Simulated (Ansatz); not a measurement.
The parent structure is C (space group I4_132, No. 214; a = 4.105 Å; a hypothetical phase, not in the database extracts checked; relaxed with 0.1 eV smearing). Axes: x, y, z lie along the cube axes.

Computed with PBEsol/PAW in Ansatz (a quantum-chemistry and plane-wave program), scalar-relativistic without spin-orbit coupling.

For the base:

- Shortest interatomic distance: 1.451 Å

Perturbation: a pure shear with ε_xy = ε_yx = -0.0073, atoms relaxed at fixed cell.

**Question.** How does this affect the energy relative to the base, stress and shortest interatomic distance?

**Answer.** The energy shrinks by 1.2 meV/atom; the stress (xx, yy, zz, yz, xz, xy; compression positive) comes out as (0.0, 0.0, -0.1, 0.0, 0.0, -2.9) GPa; the shortest interatomic distance drops by 0.008 Å, from 1.451 Å to 1.443 Å.

The cells carry an imposed strain or load. Stability against distortions was not tested. Under tensor shear ε_xy = −0.73 % the cell ends below the base's energy or with stress of the wrong sign: the atoms slid into a distortion or the cell is elastically unstable, so the base is not a stable minimum at this level.
